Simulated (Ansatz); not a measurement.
# Bi, element substitutions

The reference is Bi in the A7 type structure (space group R-3m, No. 166; a = 4.473 Å, c = 11.280 Å (hexagonal axes)).

Each row replaces one element on all its sites; cell and atoms are relaxed.

Computed with Ansatz (a quantum-chemistry and plane-wave program) PBEsol-D3(BJ), scalar-relativistic without spin-orbit coupling, earlier PAW set.

```
change       space group      density  shortest interatomic distance
-------  ---------------  -----------  -----------------------------
base      R-3m (No. 166)  10.65 g/cm³                        3.063 Å
Bi → B   Pm-3m (No. 221)   2.76 g/cm³                        1.866 Å
Bi → P    R-3m (No. 166)   3.72 g/cm³                        2.326 Å
Bi → Os                …            …                        2.635 Å
Bi → Rh  Pm-3m (No. 221)  11.24 g/cm³                        2.478 Å
```

Task: Complete the table.

Result: 
- Bi → Os, space group: Im-3m (No. 229)
- Bi → Os, density: 22.43 g/cm³

Whether these cells are dynamically stable was not tested. As relaxed here, B, Os and Rh are hypothetical phases, not in the database extracts checked. For P in this form, whether it has been made was not checked. The final runs are not spin-polarised. Rh has a high density of states at the Fermi level and may be magnetic at this level. The D3 term's C6 switches between coordination references near this geometry, which can add small steps to energies. This is not the structure that P has at room temperature and ambient pressure.
